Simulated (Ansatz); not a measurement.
# How the cohesive energy of Sn (model structure, started from the Si type, R-3, No. 148, 8 atoms in the cell) moves with the method

No measured value is used here.

| level (code) | value (eV/atom) | cell (Å³/atom) |
|---|---|---|
| LDA (Ansatz) | 3.90 | 29.41 |
| PBE (Ansatz) | 3.09 | 32.17 |
| PBEsol (Ansatz) | 3.50 | 30.18 |
| r²SCAN (Ansatz) | 3.16 | 31.47 |

Free atoms are spin-polarised, in the lowest state found; at levels without +SOC their spin–orbit coupling is left out.  Density-functional levels without +SOC have no spin–orbit coupling, which shifts binding energies of heavy elements. Each level is taken at its own relaxed cell. Cutoffs differ between the levels. Ansatz's density-functional and Hartree–Fock values are scalar-relativistic unless marked +SOC, with PAW data made under PBE.

A model structure was made by putting elements into a prototype or built by hand; it is no filed structure, need not be a known phase, and can be a saddle point held by its symmetry.

Ansatz is a first-principles code.
